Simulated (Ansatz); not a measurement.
Structures of equal composition on the (110) surface of bcc W: a layer of Ir in place of the second plane; a layer of Ir in place of the third plane. The slabs share one bottom face, and each structure is named by its start. These are constructed structures in small cells; real faces may alloy, dewet or reconstruct in larger ones, and not all known structures of the face are among them. Slabs of about 11 Å, Fermi-Dirac smearing of 0.1 eV. Bottom of the slabs: a bare face, its two planes held. Relaxed from the named starts with such symmetry as they have, on meshes of like density; energies extrapolated to zero smearing; spin only where a row says so; no spin-orbit coupling, no U. Brackets mark spin-polarised runs, whose order is one that fits the cell.

The numbers are results of PBE (plane waves to 420 eV, PAW; Ansatz, a quantum-chemistry and plane-wave program), not measurements.

Q: Order them by energy per 1x1 cell (lowest first) at the level PBE.

A: a layer of Ir in place of the third plane (0.000 eV), a layer of Ir in place of the second plane (0.166 eV)
